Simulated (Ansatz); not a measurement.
Pressure series in hypothetical Pm-3n InP

Start from InP (space group Pm-3n, No. 223; a = 7.241 Å; a hypothetical phase, not in the database extracts checked).

Cell and atoms are relaxed at each pressure.

All numbers come from plane-wave PAW DFT at the PBEsol level (Ansatz, a first-principles code, 420 eV), no SOC.

Notes on the quantities. enthalpy: H = E + PV relative to the base's energy.

```tsv
case	band gap	enthalpy	volume per atom
base	0.65 eV	–	31.64 Å³
pressure −2 GPa	0.41 eV	-0.40 eV/atom	33.03 Å³
pressure −1 GPa	0.54 eV	-0.20 eV/atom	32.29 Å³
pressure 0.3 GPa	0.68 eV	+0.06 eV/atom	31.45 Å³
pressure 0.7 GPa	0.72 eV	+0.14 eV/atom	31.22 Å³
pressure 1.5 GPa	0.80 eV	+0.29 eV/atom	30.78 Å³
pressure 3 GPa	0.93 eV	+0.58 eV/atom	30.04 Å³
pressure 5 GPa	___	+0.95 eV/atom	___
pressure 7.5 GPa	1.14 eV	+1.39 eV/atom	28.26 Å³
pressure 10 GPa	1.11 eV	+1.83 eV/atom	27.47 Å³
```

Question: Some entries are withheld; estimate them.

Answer: 
- pressure 5 GPa, band gap: 1.08 eV
- pressure 5 GPa, volume per atom: 29.18 Å³

Load acts through the strain it causes; cell and atoms are relaxed under it. Stability against distortions was not tested. No other phases were tried under pressure.
